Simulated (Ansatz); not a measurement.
Take Ru in the diamond structure (space group Fd-3m, No. 227; a = 5.455 Å; a hypothetical phase, not in the database extracts checked) as the base.

Calculations: PBE (Ansatz, a first-principles code, PAW, no spin-orbit coupling).

One change was made to it. Results:

| quantity | base | after |
|---|---|---|
| shortest interatomic distance | 2.362 Å | 2.320 Å |
| band gap | zero | zero |

**Question.** What was done to the base?
A) pressure 10 GPa
B) pressure 5 GPa
C) pressure −1 GPa

**Answer.** A, pressure 10 GPa. For comparison, the shortest interatomic distance in the other runs: pressure −1 GPa gives 2.367 Å; pressure 5 GPa gives 2.340 Å.

Load acts through the strain it causes; cell and atoms are relaxed under it. Whether these cells are dynamically stable was not tested. Competing high-pressure phases were not computed. All final runs are without spin polarisation.
